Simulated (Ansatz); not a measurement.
Amorphous Ga24O39In2, 65 atoms at 5.03 g/cm³, one PBE-relaxed geometry, zone centre. Methods: PBE, scalar-relativistic without spin-orbit coupling (Ansatz, a program for electronic structure); r2SCAN, scalar-relativistic without spin-orbit coupling (Ansatz); HSE06, scalar-relativistic without spin-orbit coupling (Ansatz). Plane waves to 420 eV (r2SCAN 500 eV); exact exchange is cut at the cell's faces. At PBE the levels at the filled edge of the gap are localised (band-tail or defect states). All rungs ran without spin polarisation.

It comes from a melt-quench run on a machine-learned potential (CHGNet), relaxed afterwards by DFT. O atoms were pushed apart under 1.9 Å during the dynamics, to hinder bonds among them. The hot cell started wider than the set density and was brought back towards it in steps. It is the lowest in DFT energy of 2 quenches. It is a model cell: composition and starting density were chosen by hand, and all elements were melted together. No dispersion term was used. Its density started from a set value of 5.14 and ended at 5.03 g/cm³. The simulated quench (nominally 280 K/ps over its main leg) is rapid and tends to freeze in more defects than a deposited or slowly cooled glass has. One small periodic cell is one sample of the glass; other quenches scatter about these values. Volume and shape were free in the relaxation.

The relaxation ran on the zone centre alone. At PBE the level gap is 1.59 eV on a 2×2×2 Γ-centred mesh, and the spacing at the zone centre alone 1.59 eV.

What zone-centre spacing does r2SCAN give, roughly?

2.12 eV (+0.53 eV against PBE).

What zone-centre spacing does HSE06 give, roughly?

3.26 eV (+1.67 eV against PBE).

The highest filled and the lowest empty state spread over these numbers of atoms (participation numbers): PBE: 6.6 and 59.3; r2SCAN: 6.8 and 58.9; HSE06: 9.2 and 58.7.
